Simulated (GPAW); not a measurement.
## Short convergence ladders for Mg (P-3m1, 2 atoms in the cell)

```
CELL_PARAMETERS angstrom
      1.60018    -2.77160     0.00000
      1.60018     2.77160     0.00000
      0.00000     0.00000     5.19437
ATOMIC_POSITIONS crystal
  Mg 0.33333 0.66667 0.25963
  Mg 0.66667 0.33333 0.75000
```

Base method: LDA (Perdew-Wang 92), GPAW PAW datasets LDA (gpaw-data 1.0.1) (plane waves; GPAW 25.7.0).

Base settings: mode = pw; ecut = 800 eV; xc = LDA; kpts = 6 6 3; mesh shift (steps) = 0 0 0; occupations.name = fermi-dirac; occupations.width = 0.1 eV; nbands = -8; symmetry.symmorphic = false; symmetry.tolerance = 0.0005.

The count of work is k-points × plane waves × bands × iterations; it is no time. Core times come from one kind of shared machine, to one figure; runs under 30 s give none.

**The k-point mesh**

The second cell is the first with its lattice scaled by 0.98.

Only quantities that move along the ladder and can be compared are tabulated.

| kpts | free energy less the last step's (meV/atom) | energy of the compressed cell less the first (meV/atom) | pressure (GPa) | largest difference of a force vector from the last step's (eV/Å) | count of work / last |
|---|---|---|---|---|---|
| 2 2 1 | 128.59 | -7.86 | -1.92 | 0.061 | 0.019 |
| 3 3 2 | 335.68 | -3.90 | -1.52 | 0.037 | 0.054 |
| 4 4 3 | -53.07 | -10.48 | -2.25 | 0.015 | 0.081 |
| 6 6 3 | 44.18 | -9.30 | -2.10 | 0.008 | 0.15 |
| 6 6 4 | 30.83 | -9.68 | -2.16 | 0.025 | 0.24 |
| 8 8 4 | -6.98 | -10.44 | -2.25 | 0.011 | 0.31 |
| 12 12 7 | 0.00 | -10.09 | -2.19 | 0.000 | 1.0 |

Coarsest kpts that holds the free energy within 5 meV/atom: not settled: the last two steps still differ by 7.0 meV/atom, over half the tolerance, so the ladder does not show it.

Coarsest kpts that holds the energy of the compressed cell less the first within 1 meV/atom of the last step, with all finer ones: 4 4 3, at 0.081 of the last step's count of work; the step before is off by 6.2 meV/atom.

Coarsest kpts that holds the forces within 0.02 eV/Å: not settled: the last two steps still differ by 0.011 eV/Å, over half the tolerance, so the ladder does not show it.

**The k-point mesh at a smearing width of 0.05 eV**

In this ladder: occupations.width = 0.05 eV.

The second cell is the first with its lattice scaled by 0.98.

Only quantities that move along the ladder and can be compared are tabulated.

```tsv
kpts	free energy less the last step's (meV/atom)	energy of the compressed cell less the first (meV/atom)	pressure (GPa)	largest difference of a force vector from the last step's (eV/Å)	count of work / last	core time / last (rough)
4 4 3	-54.24	-10.32	-2.24	0.011	0.014	–
6 6 3	47.10	-9.57	-2.14	0.007	0.026	–
9 9 5	3.11	-10.45	-2.23	0.001	0.076	0.1
13 13 7	3.42	-9.88	-2.16	0.001	0.19	0.4
16 16 9	2.10	-9.96	-2.18	0.000	0.36	0.6
23 23 13	0.00	-9.97	-2.18	0.000	1.0	1
```

Coarsest kpts that holds the forces within 0.01 eV/Å of the last step, with all finer ones: 6 6 3, at 0.026 of the last step's count of work; the step before is off by 0.011 eV/Å.

State of the free energy at the end of the ladder: still drifting one way, by 3.4 meV/atom over the last two steps, so the last step is no safe reference.

Coarsest kpts that holds the pressure within 0.05 GPa of the last step, with all finer ones: 13 13 7, at 0.19 of the last step's count of work and about 0.4 of the last step's time; the step before is off by 0.05 GPa.

Two neighbours can agree and both be off: 9 9 5 and 13 13 7 differ by 0.31 meV/atom in the free energy, yet lie about 3.4 meV/atom from the last step.

**The width of Gaussian smearing**

In this ladder: kpts = 10 10 5; occupations.name = methfessel-paxton; occupations.order = 0.

Narrow widths need finer meshes than wide ones, so the last steps can hold mesh noise.

Only quantities that move along the ladder and can be compared are tabulated; pressure and forces are left out, as mesh noise rules them at narrow widths.

```csv
occupations.width,free energy less the last step's (meV/atom),energy extrapolated to zero width less the last step's (meV/atom)
1 eV,-110.72,-5.50
0.5 eV,-30.62,-5.45
0.3 eV,-12.04,-2.70
0.1 eV,0.00,0.00
```

Widest occupations.width that holds the energy extrapolated to zero width within 2 meV/atom: not settled: the last two steps still differ by 2.7 meV/atom, over half the tolerance, so the ladder does not show it.

Widest occupations.width that holds the free energy within 5 meV/atom: not settled: the last two steps still differ by 12 meV/atom, over half the tolerance, so the ladder does not show it.

The extrapolation to zero width removes most of the smearing's effect on the energy.

On the base run: the starting cell has typed, rounded lattice constants, without a prior relaxation at this level. Its lattice was rescaled by up to half a per cent. One atom was moved a little off its site on purpose. Without a gap this mesh is coarse (it stands for a supercell whose shortest vector is 16 Å).

Left out of this page: 2 runs of the series outside the window shown, repeating another row's setting, or not comparable.
